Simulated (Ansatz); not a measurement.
A self-consistent single point of AlAu (P4mm, 2 atoms in the cell) with Ansatz (a first-principles code).

Method: LDA (PW92), default PAW files made with PBE (plane waves; Ansatz).

```
AlAu
1.0
    3.21427     0.00000     0.00000
    0.00000     3.21427     0.00000
    0.00000     0.00000     3.21427
Al Au
1 1
Direct
  0.00000   0.00000   0.01556
  0.50000   0.50000   0.50000
```

Reference input (self-consistent single point, DFT, LDA (PW92), plane waves, default PAW files made with PBE): basis.ecutwfc = 420 eV; kpoints.mp_grid.grid = 10 10 10; hamiltonian.xc = lda; hamiltonian.pseudopotentials = {kind: paw} (the program's default PAW files); scf.occupations.method = gaussian; scf.occupations.width = 0.1 eV. This run's input differs from it in these lines:

Ansatz 0.2 input:
```diff
@@ -12,3 +12,3 @@
   mp_grid:
-    grid: [10, 10, 10]
+    grid: [16, 16, 16]
 hamiltonian:
@@ -19,4 +19,4 @@
   occupations:
-    method: gaussian
-    width: 0.1 eV
+    method: cold
+    width: 0.5 eV
 output:
```

Output (repeated stretches shortened):

```
SCF iter   1: F=—  HF=-13378.395188 eV  |F-HF|=—  |Δ(HF+E_count)|=         —  Δρ=5.96e-3  dr2=6.77e-3  ethr=1.77e-3  ⟨swp⟩=4.7  Hψ=27214  notcnv=0
all-band conjugate gradients solve this SCF's bands
preconditioner: auto → none
SCF iter   2: F=—  HF=-13378.394670 eV  |F-HF|=—  |Δ(HF+E_count)|=   5.18e-4  S|Δr|=    0.00e0  Δρ=3.40e-3  dr2=2.24e-3  ethr=3.08e-5  ⟨swp⟩=1.1  Hψ=9337  notcnv=0
SCF iter   3: F=—  HF=-13378.394392 eV  |F-HF|=—  |Δ(HF+E_count)|=   2.78e-4  S|Δr|=    0.00e0  Δρ=8.67e-4  dr2=3.47e-4  ethr=1.02e-5  ⟨swp⟩=1.0  Hψ=6127  notcnv=0
SCF iter   4: F=—  HF=-13378.394306 eV  |F-HF|=—  |Δ(HF+E_count)|=   8.51e-5  S|Δr|=    0.00e0  Δρ=3.06e-4  dr2=2.45e-5  ethr=1.58e-6  ⟨swp⟩=2.1  Hψ=8820  notcnv=0
SCF iter   5: F=—  HF=-13378.394295 eV  |F-HF|=—  |Δ(HF+E_count)|=   1.13e-5  S|Δr|=    0.00e0  Δρ=5.81e-5  dr2=8.09e-7  ethr=1.11e-7  ⟨swp⟩=2.8  Hψ=10327  notcnv=0
SCF iter   6: F=-13378.394295 eV  HF=-13378.394295 eV  |F-HF|=8.32e-9  |Δ(HF+E_count)|=   1.17e-7  S|Δr|=    0.00e0  Δρ=5.44e-6  dr2=1.18e-8  ethr=4.55e-10  ⟨swp⟩=5.2  Hψ=24932  notcnv=0
SCF 1 converged in 6 iterations: F = -13378.394295 eV  dr2 = 1.18e-8
Stability not checked (fill_not_monotonic)
Free energy (F): -13378.394295 eV
Internal energy: -13378.382719 eV  (E = F + TS)
E sigma→0 (E₀):  -13378.390436 eV
Entropy (-TS):   -0.011576 eV (-5.788 meV/atom)
Fermi energy:    15.086146 eV
--- Forces (eV/Å), atoms counted from 1 ---
  atom   1  Al     0.00000000     0.00000000    -0.06215489
  atom   2  Au     0.00000000     0.00000000     0.06201931
--- Stress (GPa, compression-positive) ---
       -6.857891       0.000000       0.000000
        0.000000      -6.857891       0.000000
        0.000000       0.000000      -6.914480
  P = ⅓ Tr σ = -6.8768 GPa (-68.768 kbar)
  The stress holds the Pulay correction. Without it, at fixed plane waves, as pw.x and ABINIT print it: P = -6.9225 GPa
```

The run converged in 6 iterations. Against the reference run the free energy drops by 5.2 meV/atom, the pressure goes from -7.00 to -6.88 GPa and the largest force moves little (0.058 to 0.062 eV/Å).

The starting cell comes from a database of computed structures (which also holds hypothetical and non-ambient phases and stackings), without a prior relaxation at this level. Its lattice was rescaled by up to half a per cent. One atom was moved a little off its site on purpose. With a pressure of about -7 GPa the cell is away from its equilibrium volume at this level. Ansatz's pressure includes its estimate of the finite-basis (Pulay) stress.
